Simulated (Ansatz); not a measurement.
**Amorphous Hf₁₀Al₁₀O₃₅**

A CHGNet melt-quench gave the starting glass, which DFT then relaxed. O atoms were pushed apart under 1.9 Å during the dynamics, to hinder bonds among them. It is the lowest in DFT energy of 2 quenches. It is a model cell: composition and starting density were chosen by hand, and all elements were melted together. No dispersion term was used.

Methods: PBE, scalar-relativistic without spin-orbit coupling (Ansatz, a first-principles code); r2SCAN, scalar-relativistic without spin-orbit coupling (Ansatz). Geometry, pressure, stress and energy are those of the PBE run. Its sampling: a 2×2×2 Γ-centred mesh; Fermi-Dirac width 0.02 eV; no spin polarisation. Other functionals are single points at the zone centre (r2SCAN at 500 eV), free to take moments where seeds were set. At PBE the levels at the filled edge of the gap are localised (band-tail or defect states), and the nearest spread-out levels lie 4.1 eV apart at the zone centre.

The number of atoms in the cell is 55, the density (volume relaxed, without dispersion) comes out as 6.50 g/cm³ and the volume per atom comes out as 12.14 Å³. The pressure on a 2×2×2 Γ-centred mesh comes out as 0.00 GPa. The largest force and stress component on that mesh (the relaxation ran on one k-point at (1/4, 1/4, 1/4)) is 0.02 eV/Å and 3.8 GPa and the energy relative to HfO2 (P2_1/c) + corundum (lowest mix at this level among the phases computed, not always the ambient ones) is 0.202 eV/atom. The level gap on a 2×2×2 Γ-centred mesh (PBE) comes out as 3.44 eV. The level gap at the zone centre (PBE) comes out as 3.44 eV and the level gap at the zone centre (r2SCAN) comes out as 3.97 eV.

Bonds are counted up to Hf-Hf 3.34 Å, Hf-Al 3.00 Å, Hf-O 2.56 Å, Al-Al 2.66 Å, Al-O 2.24 Å, O-O 1.58 Å. Two cations that share two anions don't count as bonded, nor two that share one unless they lie closer than Hf-Hf 3.25 Å, Hf-Al 2.92 Å, Al-Al 2.59 Å.

| Property | Result |
|---|---|
| Mean coordination of Hf by anions | 6.20 (1 with 5, 6 with 6, 3 with 7) |
| Mean coordination of Al by anions | 4.30 (7 with 4, 3 with 5) |
| Mean coordination of O | 3.00 (3 with 2, 29 with 3, 3 with 4) |
| Mean Hf-O bond | 2.143 Å (spread 0.100 Å, 62 counted) |
| Mean Al-O bond | 1.820 Å (spread 0.074 Å, 43 counted) |

Its density started from a set value of 6.50 g/cm³. Cooling (nominally 150 K/ps over its main leg) ran many orders faster than in experiment, which tends to leave more defects and strain. One small periodic cell is one sample of the glass; other quenches scatter about these values. The volume was free in the relaxation, at fixed shape. Stress components on the final sampling reach 3.8 GPa.
